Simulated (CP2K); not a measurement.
Input and output of a self-consistent single point for BiN (P1, 4 atoms in the cell) (CP2K).

Computed with PBEsol, GPW, DZVP-MOLOPT-SR-GTH basis, GTH-PBE potentials (GTH_POTENTIALS) run with CP2K.

```xyz
4
Lattice="3.6137 0.0000 0.0000 0.3459 3.6443 0.0000 0.0768 -0.0019 5.3178" Properties=species:S:1:pos:R:3 pbc="T T T"
Bi     2.7342     3.2926     5.1114
Bi     0.5219     1.2805     2.4448
N      2.8748     3.4595     2.9018
N      0.3427     1.0883     0.2356
```

Reference input (self-consistent single point, DFT LDA (Pade form), GPW, DZVP-MOLOPT-SR-GTH basis, GTH-PADE potentials (GTH_POTENTIALS)): CUTOFF = 400 Ry; REL_CUTOFF = 50 Ry; SMEAR/METHOD = FERMI_DIRAC; ELECTRONIC_TEMPERATURE = 580.23 K; KPOINTS/SCHEME = MONKHORST-PACK 5 5 3; XC_FUNCTIONAL = PADE; Bi/BASIS_SET = DZVP-MOLOPT-SR-GTH-q5; Bi/POTENTIAL = GTH-PADE-q5; N/BASIS_SET = DZVP-MOLOPT-SR-GTH-q5; N/POTENTIAL = GTH-PADE-q5; METHOD = GPW; EPS_DEFAULT = 1e-10. This run's input differs from it in these lines:

```diff
@@ -42,3 +42,6 @@
     &XC
-      &XC_FUNCTIONAL PADE
+      &XC_FUNCTIONAL
+        &PBE
+          PARAMETRIZATION PBESOL
+        &END PBE
       &END XC_FUNCTIONAL
@@ -75,3 +78,3 @@
       BASIS_SET DZVP-MOLOPT-SR-GTH-q5
-      POTENTIAL GTH-PADE-q5
+      POTENTIAL GTH-PBE-q5
     &END KIND
@@ -79,3 +82,3 @@
       BASIS_SET DZVP-MOLOPT-SR-GTH-q5
-      POTENTIAL GTH-PADE-q5
+      POTENTIAL GTH-PBE-q5
     &END KIND
```

Log, with long lists cut:

```
 SCF WAVEFUNCTION OPTIMIZATION

  Step     Update method      Time    Convergence         Total energy    Change
     1 NoMix/Diag. 0.20E+00      -     0.70155915       -30.9665951909 -3.10E+01
     2 Broy./Diag. 0.20E+00      -     0.28308982       -27.8410075069  3.13E+00
     3 Broy./Diag. 0.20E+00      -     0.14254424       -30.2224155432 -2.38E+00
     4 Broy./Diag. 0.20E+00      -     0.02049364       -30.9782852880 -7.56E-01
     5 Broy./Diag. 0.20E+00      -     0.01994596       -30.6805272673  2.98E-01
     6 Broy./Diag. 0.20E+00      -     0.00086512       -30.7689412389 -8.84E-02
   [... 6 lines left out ...]
    13 Broy./Diag. 0.20E+00      -     0.00000174       -30.7666402693 -3.02E-06
    14 Broy./Diag. 0.20E+00      -     0.00000014       -30.7666447708 -4.50E-06
    15 Broy./Diag. 0.20E+00      -     0.00000026       -30.7666459037 -1.13E-06
    16 Broy./Diag. 0.20E+00      -     0.00000002       -30.7666460200 -1.16E-07
  *** SCF run converged in    16 steps ***

  Overlap energy of the core charge distribution:               0.00000000762089
  Self energy of the core charge distribution:                -73.01485683435676
  Core Hamiltonian energy:                                     18.86243777884333
  Hartree energy:                                              31.05371792927800
  Exchange-correlation energy:                                 -7.66794479486483
  Electronic entropic energy:                                  -0.00000010648034
  Fermi energy:                                                 0.26127571432911

  Total energy:                                               -30.76664601995973
  Total energy (extrapolated to T->0):                        -30.76664596671956

   [... lines left out ...]

 STRESS| Analytical stress tensor [bar]
 STRESS|                        x                   y                   z
 STRESS|      x        1.05609565270E+05   3.39941303579E+03  -4.26600022949E+03
 STRESS|      y        3.39941303579E+03   9.71580766895E+04   1.40827136664E+02
 STRESS|      z       -4.26600022949E+03   1.40827136664E+02   9.95526929201E+04
 STRESS| 1/3 Trace                                             1.00773444960E+05
```

The run converged in 16 iterations. Against the reference run the pressure goes from 3.35 to 10.08 GPa, the largest force goes from 0.492 to 1.081 eV/Å and the gap on the mesh hardly changes (1.043 to 1.036 eV).

The starting cell comes from a database of computed structures (which also holds hypothetical and non-ambient phases and stackings), without a prior relaxation at this level. Its lattice was rescaled by a random factor within 2.5 % of one. Spin-orbit coupling is off. Values carry the incompleteness of an atom-centred basis. The potentials were made for another functional than the one used. With a pressure of about 10 GPa the cell is away from its equilibrium volume at this level. Forces in this geometry exceed 1 eV/Å.
